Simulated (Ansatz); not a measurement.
Given:

End structure of a constructed model of the (111) surface of fcc Pd, a pseudomorphic layer of Ru in the other hollow (bottom of the slab: a bare face, its two planes held):

```
CELL_PARAMETERS angstrom
      2.78861     0.00000     0.00000
     -1.39431     2.41501     0.00000
      0.00000     0.00000    30.00000
ATOMIC_POSITIONS crystal
  Pd 0.33333 0.66667 0.26866
  Pd 0.66667 0.33333 0.34456
  Pd 0.00000 0.00000 0.42018
  Pd 0.33333 0.66667 0.49613
  Pd 0.66667 0.33333 0.57224
  Pd 0.00000 0.00000 0.64914
  Ru 0.66667 0.33333 0.72056
```

Model: 7-atom slab, 13.9 Å thick at the start, 15x15x1 mesh, Fermi-Dirac 0.1 eV, dipole correction, 2 atoms held, the rest relaxed; held to the start's symmetry, so lower structures may exist; no spin, no spin-orbit, no U. In PBE it lies 0.06 eV a 1x1 cell over the lowest computed structure of the same composition (a pseudomorphic layer of Ru in the host's stacking).

Estimate the work function of the top face that Ansatz (a quantum-chemistry and plane-wave program) with PBE returns for this input.

5.30 eV
